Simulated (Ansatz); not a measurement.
Response to strain in InPd3

Base system: InPd₃ in the Cu3Au type structure (space group Pm-3m, No. 221; a = 3.970 Å; a cell from a computed database, its experimental status unchecked). Axes: x, y, z lie along the cube axes.

Strains are applied to the cell and any free atomic positions relax; under biaxial strain the out-of-plane vector relaxes too; under stress the whole cell relaxes.

Level of theory: PBEsol (Ansatz, a quantum-chemistry and plane-wave program), spin-orbit coupling left out.

Notes on the quantities. energy relative to the base: free energy F.

```json
[
 {"variant": "base", "energy relative to the base": "0 meV/atom", "space group": "Pm-3m (No. 221)", "shortest interatomic distance": "2.807 Å"},
 {"variant": "biaxial strain −3.56 %, plane normal [110], relaxed out of plane", "energy relative to the base": "+32 meV/atom", "space group": "Cmmm (No. 65)", "shortest interatomic distance": "2.707 Å"},
 {"variant": "biaxial strain +4.06 %, plane normal [110], relaxed out of plane", "energy relative to the base": "+38 meV/atom", "space group": "Cmmm (No. 65)", "shortest interatomic distance": "2.714 Å"},
 {"variant": "isotropic strain +1.40 %", "energy relative to the base": "+14 meV/atom", "space group": "Pm-3m (No. 221)", "shortest interatomic distance": "2.846 Å"},
 {"variant": "uniaxial strain ε_xx = −4.72 %", "energy relative to the base": "+24 meV/atom", "space group": "P4/mmm (No. 123)", "shortest interatomic distance": "2.742 Å"},
 {"variant": "uniaxial strain ε_xx = +0.86 %", "energy relative to the base": "+0.7 meV/atom", "space group": "P4/mmm (No. 123)", "shortest interatomic distance": "2.807 Å"},
 {"variant": "uniaxial strain ε_yy = −3.57 %", "energy relative to the base": "+13 meV/atom", "space group": "P4/mmm (No. 123)", "shortest interatomic distance": "2.757 Å"},
 {"variant": "tensor shear ε_xy = +0.24 %", "energy relative to the base": "+0.1 meV/atom", "space group": "Cmmm (No. 65)", "shortest interatomic distance": "2.800 Å"},
 {"variant": "tensor shear ε_xy = −0.62 %", "energy relative to the base": "+0.6 meV/atom", "space group": "Cmmm (No. 65)", "shortest interatomic distance": "2.790 Å"},
 {"variant": "uniaxial stress, 0.5 GPa compression along x", "energy relative to the base": "+0.2 meV/atom", "space group": "P4/mmm (No. 123)", "shortest interatomic distance": "2.800 Å"}
]
```

Without a gap, meshes like the base's 12×12×12 leave anisotropic stresses uncertain by several tenths of a GPa, and small strain energies with them. Stability under load was not tested beyond the relaxation. The base started in P4/mmm and relaxed to Pm-3m at this level. The final runs are not spin-polarised.
